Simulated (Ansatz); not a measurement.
# Hypothetical zinc blende LiF, pressure series

Start from LiF in the zinc blende structure (space group F-43m, No. 216; a hypothetical phase, not in the database extracts checked).

```xyz
2
Lattice="0.0000 2.1821 2.1821 2.1821 0.0000 2.1821 2.1821 2.1821 0.0000" Properties=species:S:1:pos:R:3 pbc="T T T"
F      3.2732     3.2732     3.2732
Li     0.0000     0.0000     0.0000
```

Cell and atoms are relaxed at each pressure.

Method: plane-wave PAW DFT at the PBE level (Ansatz, a quantum-chemistry and plane-wave program, 420 eV), spin-orbit coupling left out.

Two rows of this table had their results exchanged by mistake.

| pressure | volume per atom (Å³) | shortest distance (Å) | band gap |
|---|---|---|---|
| pressure −2 GPa | 10.84 | 1.916 | 7.43 eV |
| pressure −1 GPa | 6.26 | 1.596 | 11.11 eV |
| pressure 3 GPa | 9.86 | 1.857 | 7.93 eV |
| pressure 7 GPa | 9.32 | 1.823 | 8.25 eV |
| pressure 15 GPa | 8.56 | 1.771 | 8.77 eV |
| pressure 30 GPa | 7.64 | 1.706 | 9.53 eV |
| pressure 50 GPa | 6.88 | 1.647 | 10.32 eV |
| pressure 75 GPa | 10.60 | 1.902 | 7.55 eV |
| pressure 100 GPa | 5.81 | 1.557 | 11.77 eV |

Which two?

The rows for pressure −1 GPa and pressure 75 GPa: the volume has to fall steadily with pressure, so 10.60 Å³ belongs to pressure −1 GPa and 6.26 Å³ to pressure 75 GPa.

Load acts through the strain it causes; cell and atoms are relaxed under it. Whether these cells are dynamically stable was not tested. Competing high-pressure phases were not computed.
